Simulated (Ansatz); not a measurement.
The parent structure is AlP in the zinc blende structure (space group F-43m, No. 216; a = 5.4703 Å).

Level of theory: Kohn–Sham DFT with the PBEsol functional, run in Ansatz (a program for electronic structure) with PAW and 420 eV plane waves, scalar-relativistic without spin-orbit coupling, earlier PAW set.

One change was made to it. Results:

The band gap becomes zero (base: 1.45 eV); the volume per atom decreases by 8.06 Å³ to 12.40 Å³.

### Question
Name the change that was made.
A) Al → Na
B) Al → Bi
C) P → C
D) P → Hg

### Answer
C, P → C. For comparison, the volume per atom in the other runs: P → Hg gives 27.33 Å³; Al → Bi gives 32.87 Å³; Al → Na gives 31.71 Å³.

Stability against distortions was not tested. As relaxed here, AlC, AlHg, BiP and NaP are hypothetical phases, not in the database extracts checked. All final runs are without spin polarisation. An odd electron count without spin: AlC and AlHg.
